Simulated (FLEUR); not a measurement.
Troubleshooting FLEUR: a failed run on As (R-3m, 2 atoms in the cell). The aim is a self-consistent single point with DFT, PBEsol, all-electron FLAPW (FLEUR), scalar-relativistic valence.

Cell that was meant: a = 4.3564 Å, b = 4.3564 Å, c = 4.3564 Å, α = 51.88°, β = 51.88°, γ = 51.88°.

Part of the input:

```xml
   </comment>
   <calculationSetup>
      <cutoffs Kmax="3.5" Gmax="12.2" GmaxXC="12.2" numbands="0"/>
      <scfLoop itmax="5" minDistance="0.00001" maxIterBroyd="25" imix="Anderson" alpha="0.05" precondParam="0.0" spinf="2.0"/>
      <coreElectrons ctail="T" frcor="F" kcrel="0" coretail_lmax="0"/>
      <xcFunctional name="PBEs" relativisticCorrections="F"/>
      <magnetism jspins="1"/>
```

Output, abridged:

```
 Iteration:     1   Distance:       4.17409625 me/bohr^3
 Iteration:     2   Distance:       3.87396640 me/bohr^3
 Iteration:     3   Distance:       1.60002268 me/bohr^3
 Iteration:     4   Distance:       0.18854515 me/bohr^3
 Iteration:     5   Distance:       0.11985080 me/bohr^3
 Run finished successfully
 Stop message:
   all done

[file out, last iteration]
             iter=      5
[...]
          total density-effective poten   -7.2286361683E+03
          total charge density-energy d   -1.6442536344E+02
 Updated energy parameters for spin:           1
[...]
 fermi energy and band-weighting factors:

[...]
FERMIE:
   [... lines left out ...]
          first approx. to ef    (T=0)  :   0.231783 htr   (energy of the highest occ. eigenvalue)
          total moment                 =     0.00000
 Direct bandgap for spin            1 :    1.5299190239740745E-002  Htr
   [... lines left out ...]
          charge density-ex.-corr.energ     -164.4253634371
 ---->    total energy=                    -4518.9906208494 htr
 ---->    (input%tkb*entropy) TS=              0.0000000000 htr
 ---->    free energy=                     -4518.9906208494 htr
      extrapolation for T->0
 ---->    total electron energy=           -4518.9906208494 htr
 ***** TOTAL FORCES ON ATOMS *****
 TOTAL FORCE FOR ATOM TYPE=  1  X=  0.000   Y=  0.000   Z=  4.784
                       FX_TOT= 0.000000 FY_TOT= 0.000000 FZ_TOT= 0.011266
No new postions, force convergence required= 0.00001; max force distance= 0.00278
---->    distance of charge densities for spin  1                 it=    5:     0.119851 me/bohr**3
GENERALIZED ANDERSON MIXING: alpha=   0.05000 History-length=4
     ******* it=  5  is completed********
```

### Question
Diagnose the run.

### Answer
The fault is an iteration limit that is too low. The loop is cut before its threshold is met, so whatever is printed at the end is not self-consistent. To fix it, raise the limit, or leave it to the default. The run ended unconverged after 5 iterations.

An input that runs soundly differs in these lines (not the only fix; some lines may just follow from the change or write a value another way):
```diff
-      <scfLoop itmax="5" minDistance="0.00001" maxIterBroyd="25" imix="Anderson" alpha="0.05" precondParam="0.0" spinf="2.0"/>
+      <scfLoop itmax="100" minDistance="0.00001" maxIterBroyd="25" imix="Anderson" alpha="0.05" precondParam="0.0" spinf="2.0"/>
```

With that input, the run converged in 12 iterations: total energy -122967.9993 eV; Fermi level (on the code's own zero) 6.41 eV; largest force (vector length) 0.613 eV/Å (DFT, PBEsol, all-electron FLAPW (FLEUR), scalar-relativistic valence).

On the sound input: the starting cell comes from a database of computed structures (which also holds hypothetical and non-ambient phases and stackings), without a prior relaxation at this level. Its lattice was rescaled by a random factor within 2.5 % of one. Values depend on the basis (sphere radii, cutoffs, local orbitals), which need not be converged. The log's line on a gap gives a spacing of levels on this mesh, which the program prints for metals too.

These are the values that this program gave, and no reference: the default basis lacks the next d shell.
